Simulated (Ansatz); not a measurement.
Here is the system:

```
W3N4
1.0
    4.17923     0.00000     0.00000
    0.00000     4.17923     0.00000
    0.00000     0.00000     4.35977
N W
4 3
Direct
  0.50000   0.50000   0.50000
  0.50000   0.00000   0.00000
  0.00000   0.50000   0.00000
  0.00000   0.00000   0.50000
  0.50000   0.50000   0.00000
  0.00000   0.50000   0.50000
  0.50000   0.00000   0.50000
```

No spin polarisation.

A single point on W3N4 with a change (uniaxial strain ε_zz = +4.32 %), its geometry relaxed with PBEsol.

The values are results of r2SCAN in Ansatz (plane waves to 500 eV, PAW, no spin-orbit coupling), not measurements. k-mesh 11×11×11 (Γ-centred); smearing 0.05 eV (Fermi–Dirac).

Task: Predict the band gap.

Result: Zero.

Task: What pressure does the calculation give?

Result: -9.4 GPa.

Single points use the geometry relaxed with PBEsol. Whether these cells are dynamically stable was not tested. All final runs are without spin polarisation. The cell was made from W$_{3}$N$_{4}$ (space group Pm-3m, No. 221) by this change: uniaxial strain ε_zz = +4.32 %.

Ansatz is a quantum-chemistry and plane-wave program.
